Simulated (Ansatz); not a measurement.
The starting structures come from a database of crystals and need not be the phases stable at ambient conditions.

 Where the default PAW files enter, the runs use the earlier of Ansatz's two default sets.

Tunnelling through a barrier is set by its complex band structure: the current falls as exp(−2κd) with the smallest κ.

Consider the following.

```
CELL_PARAMETERS angstrom
      5.06907     0.00000     0.00000
     -2.53454     4.38994     0.00000
      0.00000     0.00000     8.55849
ATOMIC_POSITIONS crystal
  Si 0.66667 0.33333 0.93713
  Si 0.33333 0.66667 0.43713
  Si 0.66667 0.33333 0.56287
  Si 0.33333 0.66667 0.06287
  O  0.57874 0.57874 0.00000
  O  0.00000 0.57874 0.50000
  O  0.42126 0.00000 0.00000
  O  0.42126 0.42126 0.50000
  O  0.00000 0.42126 0.00000
  O  0.57874 0.00000 0.50000
  O  0.66667 0.33333 0.75000
  O  0.33333 0.66667 0.25000
```

Space group of this cell: P6_322. The cell is taken as given; by LDA its mean pressure is -1.3 GPa.

Transport runs along the normal of the first two printed cell vectors, the (001) plane of the conventional cell.

No gap correction and no spin-orbit coupling; mid-gap values are interpolated between computed energies.

Question: Estimate the band gap and the smallest decay constant κ at mid-gap that LDA (Ansatz, a first-principles code) returns for this system.

Answer: Gap 5.39 eV on a 12×12×4 mesh; κ = 0.490 1/Å, at the zone centre.
